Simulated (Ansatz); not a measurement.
CdSe (model structure, started from the BN type, Pm-3n, No. 223, 12 atoms in the cell) was calculated with HSE06 (PAW; Ansatz, an electronic-structure program).

Settings: plane-wave cutoff 460 eV, 4×4×4 k mesh, Fermi–Dirac smearing 0.01 eV, scalar-relativistic PAW data made under PBE.

Cell (relaxed with PBEsol):

```cif
data_Cd6Se6
_chemical_formula_sum 'Cd6 Se6'
_space_group_name_H-M_alt 'P 1'
_space_group_IT_number 1
_cell_length_a 7.48490
_cell_length_b 7.48490
_cell_length_c 7.48490
_cell_angle_alpha 90.000
_cell_angle_beta 90.000
_cell_angle_gamma 90.000
loop_
_space_group_symop_operation_xyz
  'x, y, z'
loop_
_atom_site_label
_atom_site_type_symbol
_atom_site_fract_x
_atom_site_fract_y
_atom_site_fract_z
_atom_site_occupancy
Cd1 Cd 0.25000 0.00000 0.50000 1
Cd2 Cd 0.50000 0.25000 0.00000 1
Cd3 Cd 0.50000 0.75000 0.00000 1
Cd4 Cd 0.75000 0.00000 0.50000 1
Cd5 Cd 0.00000 0.50000 0.75000 1
Cd6 Cd 0.00000 0.50000 0.25000 1
Se1 Se 0.25000 0.50000 0.00000 1
Se2 Se 0.00000 0.25000 0.50000 1
Se3 Se 0.00000 0.75000 0.50000 1
Se4 Se 0.75000 0.50000 0.00000 1
Se5 Se 0.50000 0.00000 0.75000 1
Se6 Se 0.50000 0.00000 0.25000 1
```

**Question.** Predict the band gap.

**Answer.** 
band gap: 1.69 eV (on the SCF k mesh)

Note: the relaxation could raise the start's symmetry but not lower it, so the cell can be a saddle point; cell and atoms aren't relaxed at this level (pressure 1.2 GPa).

Spin–orbit coupling is not included.

Static lattice: no zero-point or thermal effects.

Cost on a shared machine: around 12 core-minutes (rough).

A model structure was made by putting elements into a prototype or built by hand; it is no filed structure, need not be a known phase, and can be a saddle point held by its symmetry.
